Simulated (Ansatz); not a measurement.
Phonon-limited resistivity of PtSn (P6_3/mmc) against temperature in μΩ·cm, PBEsol, DFPT electron-phonon coupling, linearised Boltzmann equation (Ansatz, a program for electronic structure), harmonic crystal at a fixed cell. x, y and z are the axes of this cell:
```yaml
crystal:
  lattice:
    - [4.12756, 0.00000, 0.00000]
    - [-2.06378, 3.57458, 0.00000]
    - [0.00000, 0.00000, 5.43458]
  atoms:
    - { symbol: Sn, position: [0.66667, 0.33333, 0.75000] }
    - { symbol: Sn, position: [0.33333, 0.66667, 0.25000] }
    - { symbol: Pt, position: [0.00000, 0.00000, 0.50000] }
    - { symbol: Pt, position: [0.00000, 0.00000, 0.00000] }
```

```csv
T,"ρ (x, y)",ρ (z)
50 K,0.60,1.36
77 K,1.25,(withheld)
100 K,1.79,(withheld)
150 K,2.9,6.8
200 K,4.1,9.3
250 K,5.1,11.8
273 K,5.6,13.0
300 K,6.2,14.3
350 K,7.3,16.8
400 K,8.4,19.2
```

Question: Fill in the missing entries.

Answer: 
- 77 K, ρ (z): 2.9
- 100 K, ρ (z): 4.1

A metal at this level (no band gap). Only scattering by harmonic phonons is included (no impurities, grain boundaries, electron-electron scattering or thermal expansion). Spin-orbit coupling is left out, which matters with elements this heavy. Halving the electron mesh (24x24x16) moves the resistivity by up to 2 %. Smearing 0.20 eV; phonons on a 4x4x3 q mesh, which this run doesn't test and which matters most at low temperature.

Formula and space group known from diffraction (Crystallography Open Database), not checked to be the room-temperature form: PtSn (P6_3/mmc).
